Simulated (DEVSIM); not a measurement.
Device: Pd/SiO2/p-GaSb capacitor, at 300 K.

Layer 1 from the left is SiO2, thickness (nm) 32.0. Layer 2 from the left is GaSb, thickness (nm) 800, Na (cm⁻³) 2.8e17.

Metal gate on the left, work function 5.2 eV. Fixed charge at the semiconductor interface 1.2e12 cm⁻² (in units of +e); interface traps 3.9e12 cm⁻² eV⁻¹, uniform in energy, neutral level at 0.3 of the gap above the valence band.

Constants are typed, rounded textbook-type inputs, not results; the design itself was drawn at random and stands for no fabricated device. Values at 300 K.

SiO2: gap (eV) 9, affinity (eV) 0.9, permittivity 3.9. GaSb: gap (eV) 0.726, affinity (eV) 4.06, permittivity 15.7, Nc (cm⁻³) 2.1e17, Nv (cm⁻³) 1.8e19.

DEVSIM, 1D Poisson equation in equilibrium, Boltzmann statistics, complete ionisation; no quantum confinement or tunnelling. Metal contacts follow the ideal Schottky-Mott rule: no Fermi-level pinning, no interface dipoles.

### Question
What does the simulation give for the flat-band voltage, the minimum of the low-frequency capacitance?

### Answer
flat-band voltage -1.90 V; minimum of the low-frequency capacitance 0.0961 μF/cm².
